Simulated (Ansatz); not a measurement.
# Al₂Cu (I4/mcm, No. 140)

These are LDA in Ansatz (plane waves, PAW) values and carry that method's errors.

Run with plane-wave cutoff 520 eV, 18×18×18 k mesh, Fermi–Dirac smearing 0.089 eV (set by the program), no spin polarisation, scalar-relativistic PAW data made under PBE.

Cell (relaxed at this level):

Al$_{2}$Cu is modelled in the tetragonal space group I4/mcm (No. 140), Pearson symbol tI12. Cell: a = 5.939 Å, b = 5.939 Å, c = 4.776 Å, α = 90.00°, β = 90.00°, γ = 90.00°. Al on 8h has 4 Cu at 2.532 Å and 1 Al at 2.677 Å and 2 Al at 2.832 Å and 8 Al at 3.047–3.158 Å. Cu on 4a has 2 Cu at 2.388 Å and 8 Al at 2.532 Å. (Neighbours: up to the widest gap in distance over summed covalent radii, below 1.35, at either atom.)
(The calculation used a cell of 6 atoms; values per cell refer to that cell.)

For Al₂Cu (I4/mcm, No. 140), the voigt–Reuss–Hill bulk modulus comes out as 115 GPa, the voigt–Reuss–Hill shear modulus (Hill average) comes out as 46.8 GPa and the Young modulus comes out as 124 GPa. The Poisson ratio is 0.321.

Elastic constants are with the ions relaxed.

Computed values are for the static lattice.

Ansatz is a first-principles code.
